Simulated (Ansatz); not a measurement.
## CoGe₂ (Cmce, No. 64, 12 atoms in the cell; start mp-30045)

All values below come from PBEsol (Ansatz, a program for electronic structure, plane waves, PAW).

Settings: plane-wave cutoff 500 eV, 8×8×8 k mesh, Fermi–Dirac smearing 0.05 eV, no spin polarisation, scalar-relativistic PAW data made under PBE.

Cell (relaxed at this level):

```
CoGe2
1.0
    5.37800    -2.79536     0.00000
    5.37800     2.79536     0.00000
    0.00000     0.00000     5.59241
Co Ge
4 8
Direct
  0.61675   0.61675   0.00000
  0.38325   0.38325   0.00000
  0.88325   0.88325   0.50000
  0.11675   0.11675   0.50000
  0.65869   0.34131   0.65866
  0.34131   0.65869   0.34134
  0.84131   0.15869   0.15866
  0.15869   0.84131   0.84134
  0.00192   0.49808   0.75000
  0.99808   0.50192   0.25000
  0.49808   0.00192   0.25000
  0.50192   0.99808   0.75000
```

```yaml
band_gap: zero (no gap)
```

Note: the relaxation could not lower the start's symmetry, so the cell can be a saddle point above a distorted one.

Spin–orbit coupling is not included.

Static lattice: no zero-point or thermal effects.

The result took roughly 11 core-minutes.

A start named mp-… is a Materials Project structure, which need not be a measured phase.
